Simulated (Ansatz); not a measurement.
System: C₃N₄ (P6₃/m, No. 176, 14 atoms in the cell; start mp-1985). Method: G0W0@PBEsol (Ansatz, a first-principles code, hard PAW, contour deformation).

The cell is the one relaxed with PBEsol. Conventional cell: a = 6.4111 Å, b = 6.4111 Å, c = 2.4069 Å, α = 90.00°, β = 90.00°, γ = 120.00°.

One run with a 3×3×6 mesh, response cutoff 150 eV and 657 empty bands, not extrapolated in mesh or basis; no spin–orbit coupling.

Some levels at Γ in eV, each set counted from its highest filled level:

```tsv
row	degeneracy	PBEsol	quasiparticle
1	2	-8.14	…
2	2	-7.98	…
3	2	-6.66	…
4	1	-6.08	…
5	1	-5.86	…
6	2	-2.05	-2.20
7	2	-1.93	-2.00
8	1	-0.97	-1.07
9	1	-0.36	-0.28
10	1	0.00	0.00
11	1	3.36	…
12	1 or more	3.66	…
```

Problem. What belongs in the gaps?

Solution. 
- 1, quasiparticle: -8.48
- 2, quasiparticle: -8.30
- 3, quasiparticle: -6.92
- 4, quasiparticle: -6.31
- 5, quasiparticle: -6.13
- 11, quasiparticle: 5.11
- 12, quasiparticle: 5.28

Levels within 5 meV count as one row.

A start named mp-… is a Materials Project structure, which need not be a measured phase.
